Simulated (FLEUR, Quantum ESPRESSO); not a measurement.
A Quantum ESPRESSO input for a self-consistent single point of ZnSe (F-43m, 2 atoms in the cell) (DFT, PBE, plane waves, SSSP 1.1.2 efficiency (PBE) pseudopotentials):

```fortran
&control
   calculation = 'scf',
   prefix = 'scf',
   outdir = './work',
   pseudo_dir = './',
   tprnfor = .true.,
   tstress = .true.,
/
&system
   ibrav = 0,
   celldm(1) = 7.57647035,
   nat = 2,
   ntyp = 2,
   ecutwfc = 50,
   ecutrho = 400,
   occupations = 'smearing',
   smearing = 'fd',
   degauss = 0.000734986,
/
&electrons
   conv_thr = 1.0d-10,
/
ATOMIC_SPECIES
Zn    65.3800  Zn_pbe_v1.uspp.F.UPF
Se    78.9710  Se_pbe_v1.uspp.F.UPF
CELL_PARAMETERS alat
   0.00000000     0.70710678     0.70710678
   0.70710678     0.00000000     0.70710678
   0.70710678     0.70710678     0.00000000
ATOMIC_POSITIONS angstrom
Zn    0.00000000    0.00000000    0.00000000
Se    1.41750000    1.41750000    1.41750000
K_POINTS automatic
10 10 10  0 0 0
```

Q: Give the FLEUR input for the same structure, mesh, smearing and functional.

A: One input that does it (others would too):

Input of the input generator:

```
scf ZnSe
&input film=f /
-0.0000000000 0.7071067812 0.7071067812
0.7071067812 -0.0000000000 0.7071067812
0.7071067812 0.7071067812 -0.0000000000
7.5764703519
1.0 1.0 1.0

2
30 0.0000000000 0.0000000000 0.0000000000
34 0.2500000000 0.2500000000 0.2500000000

&comp jspins=1 /
&kpt div1=10 div2=10 div3=10 gamma=t /
&end /
```

```xml
<?xml version="1.0" encoding="UTF-8" standalone="no"?>
<fleurInput fleurInputVersion="0.39">
   <comment>
      scf ZnSe                                                                                            
   </comment>
   <calculationSetup>
      <cutoffs Kmax="4.0" Gmax="20.0" GmaxXC="20.0" numbands="0"/>
      <scfLoop itmax="100" minDistance="0.00001" maxIterBroyd="25" imix="Anderson" alpha="0.05" precondParam="0.0" spinf="2.0"/>
      <coreElectrons ctail="T" frcor="F" kcrel="0" coretail_lmax="0"/>
      <xcFunctional name="pbe" relativisticCorrections="F"/>
      <magnetism jspins="1"/>
      <soc l_soc="F" theta="0.0" phi="0.0" spav="F"/>
      <expertModes spex="0" secvar="F"/>
      <geometryOptimization l_f="T" forcealpha="1.0" forcemix="BFGS" epsdisp="0.00001" epsforce="0.00001"/>
      <ldaU l_linMix="F" mixParam="0.05" spinf="1.0"/>
   </calculationSetup>
   <cell>
      <bzIntegration valenceElectrons="36.0" mode="hist" fermiSmearingEnergy="0.00036749">
         <kPointListSelection listName="default-1"/>
         <!-- k-points included here -->
         <xi:include xmlns:xi="http://www.w3.org/2001/XInclude" href="kpts.xml"> </xi:include>
      </bzIntegration>
      <!-- symmetry operations included here -->
      <xi:include xmlns:xi="http://www.w3.org/2001/XInclude" href="sym.xml"> </xi:include>
      <bulkLattice scale="1.0">
         <bravaisMatrix>
            <row-1>    0.0000000000000000     5.3573735633892410     5.3573735633892410</row-1>
            <row-2>    5.3573735633892410     0.0000000000000000     5.3573735633892410</row-2>
            <row-3>    5.3573735633892410     5.3573735633892410     0.0000000000000000</row-3>
         </bravaisMatrix>
      </bulkLattice>
   </cell>
   <atomSpecies>
      <species name="Zinc (Zn)" element="Zn" atomicNumber="30">
         <mtSphere radius="2.15" gridPoints="711" logIncrement="0.017"/>
         <atomicCutoffs lmax="6" lnonsphr="4"/>
         <electronConfig flipSpins="F">
            <coreConfig>(1s1/2) (2s1/2) (2p1/2) (2p3/2)</coreConfig>
            <valenceConfig>(3s1/2) (3p1/2) (3p3/2) (4s1/2) (3d3/2) (3d5/2)</valenceConfig>
         </electronConfig>
         <energyParameters s="4" p="4" d="3" f="4"/>
         <lo type="SCLO" l="0" n="3" eDeriv="0"/>
         <lo type="SCLO" l="1" n="3" eDeriv="0"/>
         <lo type="SCLO" l="1" n="3" eDeriv="1"/>
         <lo type="HELO" l="2" n="4" eDeriv="0"/>
         <lo type="HELO" l="2" n="4" eDeriv="1"/>
         <lo type="SCLO" l="3" n="4" eDeriv="2"/>
      </species>
      <species name="Selenium (Se)" element="Se" atomicNumber="34">
         <mtSphere radius="2.15" gridPoints="711" logIncrement="0.017"/>
         <atomicCutoffs lmax="6" lnonsphr="4"/>
         <electronConfig flipSpins="F">
            <coreConfig>(1s1/2) (2s1/2) (2p1/2) (2p3/2) (3s1/2) (3p1/2) (3p3/2)</coreConfig>
            <valenceConfig>(3d3/2) (3d5/2) (4s1/2) (4p1/2) (4p3/2)</valenceConfig>
            <stateOccupation state="(4p1/2)" spinUp="0.6666666666667" spinDown="0.6666666666667"/>
            <stateOccupation state="(4p3/2)" spinUp="1.3333333333333" spinDown="1.3333333333333"/>
         </electronConfig>
         <energyParameters s="4" p="4" d="4" f="4"/>
         <lo type="SCLO" l="2" n="3" eDeriv="0"/>
         <lo type="SCLO" l="0" n="4" eDeriv="2"/>
         <lo type="SCLO" l="1" n="4" eDeriv="2"/>
         <lo type="SCLO" l="3" n="4" eDeriv="2"/>
      </species>
   </atomSpecies>
   <atomGroups>
      <atomGroup species="Zinc (Zn)">
         <relPos label="                   1">.0000000000 .0000000000 .0000000000</relPos>
         <force calculate="T" relaxXYZ="TTT"/>
      </atomGroup>
      <atomGroup species="Selenium (Se)">
         <relPos label="                   2">1.000/4.000 1.000/4.000 1.000/4.000</relPos>
         <force calculate="T" relaxXYZ="TTT"/>
      </atomGroup>
   </atomGroups>
   <output dos="F" band="F" slice="F">
      <checks vchk="F" cdinf="F"/>
      <bandDOS minEnergy="-.5*Htr" maxEnergy="0.5*Htr" sigma="0.015" storeEVData="T"/>
      <vacuumDOS vacdos="F" integ="F" star="F" nstars="0" locx1="0.0" locy1="0.0" locx2="0.0" locy2="0.0" nstm="0" tworkf="0.0"/>
      <unfoldingBand unfoldBand="F" supercellX="1" supercellY="1" supercellZ="1"/>
      <plotting iplot="0" polar="F">
         <plot TwoD="T" vec1="  1.0  0.0  0.0" vec2="  0.0  1.0  0.0" vec3="  0.0  0.0  1.0" zero="  0.0  0.0  0.0" file="plot"/>
      </plotting>
      <chargeDensitySlicing numkpt="0" minEigenval="0.0" maxEigenval="0.0" nnne="0" pallst="F"/>
      <specialOutput eonly="F"/>
      <magneticCircularDichroism mcd="F" energyLo="-10.0" energyUp="0.0"/>
   </output>
  <!-- We include the file relax.xml here to enable relaxations (see documentation) -->
  <xi:include xmlns:xi="http://www.w3.org/2001/XInclude" href="relax.xml"> <xi:fallback/> </xi:include>
</fleurInput>
```

Basis, cutoffs, solver keys and any potentials are the target program's own. This input uses DFT, PBE, all-electron FLAPW (FLEUR), scalar-relativistic valence. Both were run: gap on the mesh 1.278 eV in Quantum ESPRESSO and 1.288 in FLEUR.

On FLEUR: the starting cell has typed, rounded lattice constants, without a prior relaxation at this level. Values depend on the basis (sphere radii, cutoffs, local orbitals), which need not be converged.

On Quantum ESPRESSO: the starting cell has typed, rounded lattice constants, without a prior relaxation at this level.
